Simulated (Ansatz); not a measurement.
**A computed series for hypothetical rock salt BeTe: pressure series**

Base system: BeTe in the rock salt structure (space group Fm-3m, No. 225; a = 5.302 Å; a hypothetical phase, not in the database extracts checked).

Cell and atoms are relaxed at each pressure.

Computed with Ansatz (a quantum-chemistry and plane-wave program) PBEsol, no spin-orbit coupling, earlier PAW set.

Notes on the quantities. enthalpy: H = E + PV relative to the base's energy.

```csv
change,volume per atom,enthalpy
base,18.63 Å³,–
pressure −2 GPa,(withheld),-0.24 eV/atom
pressure −1 GPa,18.90 Å³,-0.12 eV/atom
pressure 3 GPa,17.93 Å³,+0.34 eV/atom
pressure 7 GPa,17.17 Å³,+0.78 eV/atom
pressure 15 GPa,16.01 Å³,+1.61 eV/atom
pressure 30 GPa,(withheld),+3.03 eV/atom
pressure 50 GPa,(withheld),+4.76 eV/atom
pressure 75 GPa,12.10 Å³,+6.73 eV/atom
pressure 100 GPa,11.28 Å³,+8.55 eV/atom
```

Fill in the withheld entries from the trend.


- pressure −2 GPa, volume per atom: 19.18 Å³
- pressure 30 GPa, volume per atom: 14.53 Å³
- pressure 50 GPa, volume per atom: 13.22 Å³

Load acts through the strain it causes; cell and atoms are relaxed under it. Stability against distortions was not tested. Competing high-pressure phases were not computed. All final runs are without spin polarisation.
